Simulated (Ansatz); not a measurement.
Base system: ZrSe$_{2}$ in the CdI2 type structure (space group P-3m1, No. 164; a = 3.735 Å, c = 6.032 Å; layered, stacked along the Cartesian z axis).

Level of theory: Kohn–Sham DFT with the PBE-D3(BJ) functional, run in Ansatz (a first-principles code) with PAW and 420 eV plane waves, without spin-orbit coupling.

Before the change:

Pressure: 0.0 GPa
Band gap: zero

Perturbation: every lattice vector is shortened by 0.57 %, atoms relaxed at fixed cell.

**Question.** What does the calculation give for the largest internal atomic displacement, pressure, energy relative to the base and band gap after the change?

**Answer.** The largest internal atomic displacement comes out as 0.017 Å; the pressure (mean of the normal stresses, compression positive) goes from zero to 0.7 GPa; the energy grows by 0.9 meV/atom; the band gap remains zero.

The cells carry an imposed strain or load. No phonon test of stability was made. All final runs are without spin polarisation. Gaps under 0.05 eV, about the width of the smearing, are given as zero. A zero or small gap of ZrSe2 can be the functional's error rather than a property of the material.
